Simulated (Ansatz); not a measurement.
Consider C in the diamond structure (space group Fd-3m, No. 227; a = 3.532 Å). Axes: x, y, z lie along the cube axes.

The values are results of plane-wave PAW DFT at the LDA level (Ansatz, a quantum-chemistry and plane-wave program, 420 eV), no spin-orbit coupling, not measurements.

For the base:

```
Property                         Value
-----------------------------  -------
Shortest interatomic distance  1.529 Å
```

Now apply this change: biaxial strain +2.50 %, plane normal [001], relaxed out of plane (Cartesian); in-plane vectors clamped, the third vector and the atoms free.

Problem. What does the calculation give for the ratio −ε⊥/ε∥, energy relative to the base and shortest interatomic distance after the change?

Solution. The ratio −ε⊥/ε∥ amounts to 0.26; the energy grows by 25 meV/atom; the shortest interatomic distance grows by 0.0223 Å (1.529 Å → 1.552 Å).

Whether these cells are dynamically stable was not tested.
